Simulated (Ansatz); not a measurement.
Al₂O₃ (R-3, No. 148, 10 atoms in the cell; start mp-754624; a measured phase of this formula has another space group), treated with PBEsol (plane waves, PAW; Ansatz, a first-principles code).

Run with plane-wave cutoff 520 eV, 8×8×8 k mesh, Fermi–Dirac smearing 0.01 eV, scalar-relativistic PAW data made under PBE.

Computed at the level's own relaxed cell.

```xyz
10
Lattice="2.4072 1.3898 4.4817 -2.4072 1.3898 4.4817 0.0000 -2.7796 4.4817" Properties=species:S:1:pos:R:3 pbc="T T T"
Al     0.0000     0.0000     0.0000
Al     0.0000     0.0000     6.7225
Al     0.0000     0.0000     4.1238
Al     0.0000     0.0000     9.3212
O     -1.4743    -0.0525     7.9554
O      1.4743     0.0525     5.4896
O      0.6917     1.3030     7.9554
O     -0.6917    -1.3030     5.4896
O      0.7826    -1.2505     7.9554
O     -0.7826     1.2505     5.4896
```

List the 31 lowest band energies at Γ above −25 eV (eV, relative to the valence band maximum), grouping those that round alike.

At Γ: -19.08, -16.70, -16.36 (×2), -16.34 (×2), -6.63, -5.49, -5.08 (×2), -4.80, -4.48 (×2), -3.06, -2.80, -1.38 (×2), -0.99 (×2), -0.76 (×2), -0.05, -0.02 (×2), 5.83, 8.78, 10.67, 11.47 (×2), 11.56, 12.13.

A start named mp-… is a Materials Project structure, which need not be a measured phase.
